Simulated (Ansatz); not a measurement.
BAs under a change: isotropic strain +1.50 %

The reference is BAs in the zinc blende structure (space group F-43m, No. 216; a = 4.784 Å).

It is then changed as follows: the cell is scaled by 1.0150 in all directions; the atoms relax in the strained cell.

The values are results of r2SCAN/PAW in Ansatz (a quantum-chemistry and plane-wave program), no spin-orbit coupling, not measurements. Γ-centred 12×12×12 mesh, Fermi–Dirac width 0.05 eV.

The space group stays F-43m (No. 216) and the shortest interatomic distance increases by 0.0311 Å (2.071 Å → 2.103 Å). The energy rises by 12 meV/atom and the pressure goes from zero to -5.74 GPa. The band gap increases by 0.04 eV (1.38 eV → 1.42 eV) and the gap character is still indirect, Γ → Γ–X (76 % along). The mean gap deformation potential ΔEg/Δln V amounts to +1.0 eV and the width of the top valence band drops by 0.27 eV to 5.14 eV. The electron mass is still 1.1 mₑ along k, 0.21 mₑ across (off the special points) and the hole mass (degenerate bands, along [100]) changes from 0.21, 0.22, 0.22 mₑ (at Γ) to 0.19, 0.23, 0.23 mₑ (at Γ). The valley order (the lowest conduction-band minima on the path, energy above the VBM, named in the base's zone) becomes a point along ⟨100⟩, about 1.0 Å⁻¹ from Γ 1.42 eV; L along ⟨111⟩ 2.67 eV (base: a point along ⟨100⟩, about 1.0 Å⁻¹ from Γ 1.38 eV; L along ⟨111⟩ 2.94 eV).

Effective masses come from finite differences of ±0.01 Å⁻¹. Along k means along the line from Γ to the band edge. No phonon test of stability was made.
